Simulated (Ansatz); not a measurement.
We consider HfSi (Pnma, No. 62), described by r²SCAN (PAW; Ansatz, a quantum-chemistry and plane-wave program).

Settings: plane-wave cutoff 500 eV, 6×10×8 k mesh (along the axes of the cell as run), Fermi–Dirac smearing 0.05 eV, scalar-relativistic PAW data made under PBE.

Computed at the level's own relaxed cell.

### Question
Predict the equilibrium volume per atom.

### Answer

- equilibrium volume per atom: 16.92 Å³/atom

The run finds no gap.

Spin–orbit coupling is not included.
